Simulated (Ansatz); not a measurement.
The starting structures come from a database of crystals and need not be the phases stable at ambient conditions.

Data:

```
BeTe
1.0
    4.08437     0.00000     0.00000
    0.00000     4.08437     0.00000
    2.04219     2.04219     2.88809
Be Te
1 1
Direct
  0.00000   0.00000   0.00000
  0.25000   0.75000   0.50000
```

The cell is strained (all lengths scaled by 1.02); by r2SCAN it stands under a pressure of -3.3 GPa.

Transport runs along the normal of the first two printed cell vectors, the (001) plane of the conventional cell.

No gap correction and no spin-orbit coupling; mid-gap is the computed energy nearest the middle.

Compute, with r2SCAN (Ansatz, a first-principles code), the band gap and the smallest decay constant κ at mid-gap.

Gap 2.52 eV on a 10×10×10 mesh; κ = 0.206 1/Å, at the zone centre.
